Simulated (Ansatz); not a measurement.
We consider L1₂ (Cu3Au-type) Pt₃Ti, described by HSE06 (Ansatz, an electronic-structure program, PAW).

Settings: plane-wave cutoff 460 eV, 8×8×8 k mesh, Fermi–Dirac smearing 0.05 eV, no spin polarisation, scalar-relativistic PAW data made under PBE.

The volume scan:

```json
[
 {"V (Å³/atom)": "14.172", "E − E_lowest (meV/atom)": "34.62"},
 {"V (Å³/atom)": "14.545", "E − E_lowest (meV/atom)": "7.78"},
 {"V (Å³/atom)": "15.079", "E − E_lowest (meV/atom)": "0.00"},
 {"V (Å³/atom)": "15.291", "E − E_lowest (meV/atom)": "5.54"},
 {"V (Å³/atom)": "15.664", "E − E_lowest (meV/atom)": "25.49"}
]
```

Question: Fit the third-order Birch–Murnaghan equation and give B0 and B′.

Answer: V0 = 14.936 Å³/atom, B0 = 264 GPa, B′ = 5.0 (fit to the energies at full precision).

Measured, for comparison: equilibrium volume per atom 15.01 Å³/atom (temperature not stated, not corrected to a static lattice; as tabulated in Molecular Dynamics Simulations of PtTi High-Temperature Shape Memory Alloys …). Computed less measured: equilibrium volume per atom -0.5 %. A static lattice is as a rule a little smaller and stiffer than an uncorrected measurement, which can account for part of this in the equilibrium volume per atom.

Note: the run has no spin polarisation, so it can have missed a magnetic state.

Spin–orbit coupling is not included.

The computed numbers hold no vibrational or temperature effects.

The result took around 30 core-minutes (rough).
